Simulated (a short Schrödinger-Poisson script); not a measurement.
## Symmetric double-gate stack, SiO2 on p-type Si(100)

Stack: symmetric double-gate stack, SiO2 on p-type Si(100), at 77 K.

| layer | material | thickness (nm) | Na (cm⁻³) |
|---|---|---|---|
| 1 | SiO2 | 1.6 | - |
| 2 | Si | 5 | 6e16 |
| 3 | SiO2 | 1.6 | - |

The device is made up for the run: typed textbook-type constants, with dimensions and the other settings drawn at random. SiO2: permittivity 3.9, conduction-band edge (eV) 3.15, gap (eV) 9, electron mass (mₑ) 0.5. Si: permittivity 11.7, conduction-band edge (eV) 0, gap (eV) 1.124, Nv at 300 K (cm⁻³) 3.1e19.

Channel valleys (confinement mass, in-plane density-of-states mass, number): Δ2 0.916, 0.19, 2; Δ4 0.19, 0.417, 4. At the gates, both at one voltage, the conduction-band edge of layer 1 lies 3.49 eV − eVg above the Fermi level of the channel. Gaps are held at their typed values at every temperature. Mesh 0.03 nm at interfaces.

Solved with a short Schrödinger-Poisson script written for these runs: 1D Poisson equation in equilibrium, electrons quantum, Hartree (BenDaniel-Duke, 12 states a valley, the channel's in-plane mass for all, wave functions free to enter the dielectric), parabolic valleys, classical holes, full ionisation, no traps, pinning or gate leakage.

| Vg (V) | electrons (cm⁻²) | C (μF/cm²) | Δ2 E0 (meV) | Δ2 E1 (meV) | Δ4 E0 (meV) | Δ4 E1 (meV) |
|---|---|---|---|---|---|---|
| 0.3 | 2.05e8 | 0.00534 | 56.7 | 102.7 | 100.0 | 277.1 |
| 0.35 | 1.35e11 | 1.63 | 13.2 | 58.9 | 56.4 | 233.1 |
| 0.4 | 8.69e11 | 2.72 | -1.5 | 42.3 | 41.3 | 215.8 |
| 0.45 | 1.75e12 | 2.91 | -9.3 | 32.4 | 33.2 | 205.1 |
| 0.5 | 2.68e12 | 3.00 | -15.6 | 24.2 | 26.6 | 196.1 |
| 0.55 | 3.63e12 | 3.09 | -20.9 | 16.9 | 21.1 | 188.1 |
| 0.6 | 4.60e12 | 3.18 | -25.3 | 10.6 | 16.5 | 181.1 |
| 0.65 | 5.61e12 | 3.26 | -28.8 | 5.3 | 12.8 | 175.2 |
| 0.7 | 6.64e12 | 3.33 | -31.7 | 0.8 | 9.9 | 170.2 |
| 0.75 | 7.68e12 | 3.38 | -34.0 | -3.0 | 7.5 | 165.8 |
| 0.8 | 8.74e12 | 3.41 | -36.0 | -6.5 | 5.6 | 161.8 |
| 0.85 | 9.81e12 | 3.44 | -37.7 | -9.7 | 3.8 | 158.1 |
| 0.9 | 1.09e13 | 3.46 | -39.4 | -12.7 | 2.3 | 154.7 |
| 0.95 | 1.20e13 | 3.48 | -40.9 | -15.5 | 0.9 | 151.4 |
| 1 | 1.31e13 | 3.49 | -42.4 | -18.3 | -0.4 | 148.3 |
| 1.05 | 1.41e13 | 3.51 | -43.9 | -20.9 | -1.6 | 145.3 |

Gate voltages with under 1e6 electrons/cm² are left out.

Subbands count from the Fermi level. The capacitance is that of both gates.
